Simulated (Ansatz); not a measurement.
BP, response to strain

Start from BP in the zinc blende structure (space group F-43m, No. 216).

```
CELL_PARAMETERS angstrom
      0.00000     2.26828     2.26828
      2.26828     0.00000     2.26828
      2.26828     2.26828     0.00000
ATOMIC_POSITIONS crystal
  B  0.00000 0.00000 0.00000
  P  0.25000 0.25000 0.25000
```

Strains are applied to the cell and any free atomic positions relax.

The values are results of r2SCAN in Ansatz (plane waves to 500 eV, PAW, without spin-orbit coupling), not measurements.

Notes on the quantities. hole mass: degenerate bands, along [100]; energy relative to the base: free energy F.

```tsv
change	smallest direct gap	hole mass	energy relative to the base	band gap	width of the top valence band
base	3.60 eV	0.24, 0.24, 0.32 mₑ (at Γ)	0 meV/atom	1.41 eV	5.74 eV
isotropic strain +0.50 %	3.58 eV	0.24, 0.24, 0.31 mₑ (at Γ)	+1.4 meV/atom	1.43 eV	5.65 eV
isotropic strain +1.00 %	3.56 eV	0.24, 0.24, 0.30 mₑ (at Γ)	+5.4 meV/atom	1.45 eV	5.56 eV
isotropic strain +1.50 %	3.54 eV	0.25, 0.25, 0.30 mₑ (at Γ)	+12 meV/atom	1.47 eV	5.48 eV
isotropic strain +2.00 %	3.52 eV	0.25, 0.25, 0.29 mₑ (at Γ)	+21 meV/atom	1.49 eV	5.39 eV
isotropic strain +2.50 %	3.50 eV	0.25, 0.25, 0.28 mₑ (at Γ)	+32 meV/atom	1.51 eV	5.31 eV
isotropic strain +3.00 %	3.48 eV	0.25, 0.25, 0.28 mₑ (at Γ)	+46 meV/atom	1.53 eV	5.23 eV
```

Masses are band curvatures over ±0.01 Å⁻¹ around the edge. Whether these cells are dynamically stable was not tested.

Ansatz is a quantum-chemistry and plane-wave program.
